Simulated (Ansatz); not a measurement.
# Si: element substitutions

Start from Si (space group Ia-3, No. 206).

```yaml
crystal:
  lattice:
    - [-3.30082, 3.30082, 3.30082]
    - [3.30082, -3.30082, 3.30082]
    - [3.30082, 3.30082, -3.30082]
  atoms:
    - { symbol: Si, position: [0.20461, 0.20461, 0.20461] }
    - { symbol: Si, position: [0.50000, 0.00000, 0.29539] }
    - { symbol: Si, position: [0.29539, 0.50000, 0.00000] }
    - { symbol: Si, position: [0.00000, 0.29539, 0.50000] }
    - { symbol: Si, position: [0.79539, 0.79539, 0.79539] }
    - { symbol: Si, position: [0.50000, 0.00000, 0.70461] }
    - { symbol: Si, position: [0.70461, 0.50000, 0.00000] }
    - { symbol: Si, position: [0.00000, 0.70461, 0.50000] }
```

Each row replaces one element on all its sites; cell and atoms are relaxed.

Calculations: PBEsol (Ansatz, a first-principles code, PAW, no spin-orbit coupling).

```json
[
 {"change": "base", "shortest interatomic distance": "2.340 Å", "density": "2.59 g/cm³", "space group": "Ia-3 (No. 206)"},
 {"change": "Si → Ru", "shortest interatomic distance": "2.284 Å", "density": "9.98 g/cm³", "space group": "Ia-3 (No. 206)"},
 {"change": "Si → P", "shortest interatomic distance": "2.302 Å", "density": "2.99 g/cm³", "space group": "Ia-3 (No. 206)"},
 {"change": "Si → V", "shortest interatomic distance": "2.185 Å", "density": "5.74 g/cm³", "space group": "Ia-3d (No. 230)"}
]
```

Stability against distortions was not tested. As relaxed here, Ru, P and V are hypothetical phases, not in the database extracts checked. Seeded moments were not kept for Si → V. The final runs are not spin-polarised. This is not the structure that Si has at room temperature and ambient pressure.
